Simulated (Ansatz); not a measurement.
Reference: YSn3 (Pm-3m), PBEsol, DFPT electron-phonon coupling, linearised Boltzmann equation (plane waves, PAW, scalar-relativistic; Ansatz, an electronic-structure program); geometry: relaxed with this functional, without spin-orbit coupling.

```yaml
crystal:
  lattice:
    - [4.64851, 0.00000, 0.00000]
    - [0.00000, 4.64851, 0.00000]
    - [0.00000, 0.00000, 4.64851]
  atoms:
    - { symbol: Y, position: [0.00000, 0.00000, 0.00000] }
    - { symbol: Sn, position: [0.50000, 0.50000, 0.00000] }
    - { symbol: Sn, position: [0.00000, 0.50000, 0.50000] }
    - { symbol: Sn, position: [0.50000, 0.00000, 0.50000] }
```

resistivity at 300 K: 22 μΩ·cm

Q: Replace Sn by In on the same sites and relax. What happens?

A: YIn₃ (Pm-3m): volume per atom 25.1 to 23.9 Å³; resistivity at 300 K falls (22 μΩ·cm to 12.6 μΩ·cm).

Moves up to 14 % count as about the same. Metals; harmonic phonons alone scatter; means over directions. Halving the electron mesh moves these values by up to 10 %; q meshes are mostly untested. Some of the runs warned that the eigensolver left states short of its tolerance. Spin-orbit coupling is left out.

Formula and space group known from diffraction (Crystallography Open Database), not checked to be the room-temperature form: YIn3 (Pm-3m). Computed structure with no diffraction record at hand here (it may be known, metastable or hypothetical): YSn3 (Pm-3m).
